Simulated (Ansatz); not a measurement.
Formation energy of the neutral V_N in HfN (rock salt, Fm-3m): levels of theory

Subject: the formation energy of the neutral V_N in HfN (rock salt, Fm-3m). Reaction: 8 HfN (rock salt) → cell A + 1/2 N2 (gas).

A: a supercell of 16 sites of HfN (rock salt, Fm-3m) with one empty N site amid 6 Hf; partly filled levels (a metallic host or states in the gap) with PBE; an odd number of electrons; spin state with PBE: no moments.

Setting: static, neutral cells in Ansatz (PAW) whose structures rest at the PBE level. Ansatz (a quantum-chemistry and plane-wave program) runs with its PAW set soft_1. Other levels take these structures. The lattices are those relaxed with PBE, so at other levels the solids can be strained, which adds to the spread. A dispersion term (D3(BJ), or D4 for r2SCAN) was computed beside these levels and is taken off wherever the name lacks it. Space groups of crystals are read within 0.01 Å. The runs are scalar-relativistic, without spin-orbit coupling. The cell is small for its defects, so this is an ordered compound on the host's lattice rather than an isolated defect. The value holds for the reservoirs listed; other chemical potentials shift it. Cell A has symmetry Fm-3m within 0.02 Å and got no random move, so less symmetric positions, which may lie lower, weren't tried.

```tsv
Method	value (eV)
PBE	3.04
PBE+D3(BJ)	3.41
LDA	3.95
PBEsol	3.46
RPBE	…
r2SCAN+D4	…
```

Task: Fill in the missing entries.

Result: 
- RPBE, value (eV): 2.65
- r2SCAN+D4, value (eV): 3.70

The levels shown span 1.30 eV, from RPBE (2.65) to LDA (3.95).

Rough cost of one single point on HfN (rock salt), against PBEsol's on the same shared machine and with each level's own mesh and cutoff: r2SCAN within a factor of 2.
